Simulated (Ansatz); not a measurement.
**Predicting a run: zincblende GaP (F-43m), hydrostatic pressure (both signs)**

Cell and atoms relaxed with PBEsol to each stress σ (compression positive); gaps by PBEsol with spin-orbit coupling, rigid bands (plane waves, PAW; Ansatz, a program for electronic structure). Unloaded cell: a = b = c = 3.846 Å, α = β = γ = 60.00°.

```json
[
 {"σ (GPa)": "0", "ln(V/V₀) (%)": "0", "gap (eV)": "1.427"},
 {"σ (GPa)": "-2.00", "ln(V/V₀) (%)": "2.49", "gap (eV)": "1.470"},
 {"σ (GPa)": "2.00", "ln(V/V₀) (%)": "-2.23", "gap (eV)": "1.384"},
 {"σ (GPa)": "10.00", "ln(V/V₀) (%)": "-9.53", "gap (eV)": "1.231"}
]
```

Question: Fit E_g = 1.427 eV + aσ + bσ² and ε = cσ + dσ² to the loaded rows by least squares.

Answer: a = -0.0214 eV/GPa, b = 1.82e-04 eV/GPa²; c = -1.18 %/GPa, d = 0.0231 %/GPa².

Question: One run was withheld, at σ = 5.00 GPa. Predict its gap and its ln(V/V₀), then set them beside the run.

Answer: E_g = 1.427 + (-0.0214)(5.00) + (1.82e-04)(5.00)² = 1.325 eV and ε = (-1.18)(5.00) + (0.0231)(5.00)² = -5.32 %. The run gave 1.325 eV and -5.23 %, misses of 0.000 eV and 0.09 percentage points.

Gaps are resolved to about 0.01 eV; third decimals are kept for the arithmetic. Every relaxation keeps the zincblende phase (space group F-43m under this load), so a transition, a distortion that breaks the symmetry or fracture can't show.
